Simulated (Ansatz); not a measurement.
The parent structure is HfS₂ in the rutile structure (space group P4_2/mnm, No. 136; a = 6.024 Å, c = 3.652 Å; a hypothetical phase, not in the database extracts checked).

Computed with PBEsol (Ansatz, a program for electronic structure), no spin-orbit coupling.

One change was made to it. Results:

The density increases by 0.02 g/cm³ (6.08 g/cm³ → 6.10 g/cm³); the band gap hardly moves (0.26 eV against 0.25 eV).

Q: What was done to the base?
A. pressure 7.5 GPa
B. pressure −1 GPa
C. pressure 5 GPa
D. pressure 10 GPa
E. pressure 0.3 GPa

A: E, pressure 0.3 GPa. For comparison, the band gap in the other runs: pressure −1 GPa gives 0.29 eV; pressure 10 GPa gives zero; pressure 7.5 GPa gives 0.06 eV; pressure 5 GPa gives 0.12 eV.

Spin-orbit coupling, missing from the scalar runs, can matter with Hf. Load acts through the strain it causes; cell and atoms are relaxed under it. No phonon test of stability was made. No other phases were tried under pressure. All final runs are without spin polarisation. The zero or small gap of HfS2 can change with the level of theory.
